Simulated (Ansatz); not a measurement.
Cubic perovskite EuTiO₃ was calculated with rVV10 in Ansatz (PAW).

From the output:

```
Crystal: 5 atoms, lattice volume = 59.735 Å³
Basis set: ecut = 520 eV, 1575 PW (Γ), exchange–correlation on 60×60×60 points (8 copies of the dense FFT grid, shifted against one another)
Bands: 33, of which v1, the nominal top of the filled ones, is band 24 counted from 1 (23 counted from 0)
Symmetry: 48 space group operations
Space group: Pm-3m (ITA 221), of the structure as read, at distance tolerance 3.9e-5 Å
k-points: 120 of 2744
Initial density: superposition of atomic densities (chi_scale 0.1, normalization cell, long waves kept (reshape's long-wave potential 0.01 eV rms))
Functional: x = rpw86, c = pbe(β = 0.06672455060314922) + rvv10(b = 6.3, C = 0.0093)
spin=Collinear: Kerker preconditioning applied to the charge; magnetization (m = ρ↑ − ρ↓) channel mixes plain (no charge-response kernel on spin).
SCF 1 converged in 17 iterations: F = -13067.872220 eV  dr2 = 6.18e-11
SCF converged after 17 iterations
Magnetization: 6.8218 μB (26.9109 up, 20.0891 down)
Free energy (F): -13067.872220 eV
Internal energy: -13067.840214 eV  (E = F + TS)
E sigma→0 (E₀):  -13067.856217 eV
Fermi energy:    14.229209 eV
--- Forces (eV/Å), atoms counted from 1 ---
  atom   1  Eu    -0.00000000    -0.00000000    -0.00000000
  atom   2  Ti     0.00000000    -0.00000000     0.00000000
  atom   3  O      0.00000000    -0.00000000    -0.00000000
  atom   4  O      0.00000000     0.00000000     0.00000000
  atom   5  O      0.00000000    -0.00000000     0.00000000
--- Stress (GPa, compression-positive) ---
        3.813979       0.000000       0.000000
        0.000000       3.813979       0.000000
        0.000000       0.000000       3.813979
  P = ⅓ Tr σ = 3.8140 GPa (38.140 kbar)
```

### Question
Write an input file that could have produced this run (the log leaves some choices open).

### Answer
Several could match; the one computed here: 
Ansatz 0.2 input:
```yaml
crystal:
  lattice:
    - [3.9090950912, 0.0, 0.0]
    - [0.0, 3.9090950912, 0.0]
    - [0.0, 0.0, 3.9090950912]
  atoms:
    - { symbol: Eu, position: [0.0, 0.0, 0.0], spin: 7.0 }
    - { symbol: Ti, position: [0.5, 0.5, 0.5], spin: 0.0 }
    - { symbol: O, position: [0.5, 0.0, 0.5], spin: 0.0 }
    - { symbol: O, position: [0.0, 0.5, 0.5], spin: 0.0 }
    - { symbol: O, position: [0.5, 0.5, 0.0], spin: 0.0 }
basis:
  ecutwfc: 520
  ecutrho_ratio: 4
  xc_grid: 2
kpoints:
  mp_grid: { grid: [14, 14, 14] }
hamiltonian:
  xc: { exchange: rpw86, correlation: pbe }
  dispersion: rvv10
  pseudopotentials: { kind: paw }
scf:
  occupations: { method: fermi_dirac, width: 0.05 }
  convergence: { dr2_threshold: 0.0000000005 }
output:
  forces: true
  stress: true
  eigenvalues: true
magnetization:
  spin_polarized: true
```

The cell is one volume of an energy–volume scan, off the minimum.

The PAW data were made under PBE.

The run is spin-polarised with parallel starting moments, which need not be the measured order.

Note: the magnetic order was assumed, not searched for or taken from measurement. Note: the 4f shell is treated without U or exact exchange, so its levels and filling can be wrong. Note: functionals without U or exact exchange can leave correlated insulators metallic, so the missing gap need not be real.

Computing time: around 100 core-seconds (rough).

Ansatz is a program for electronic structure.
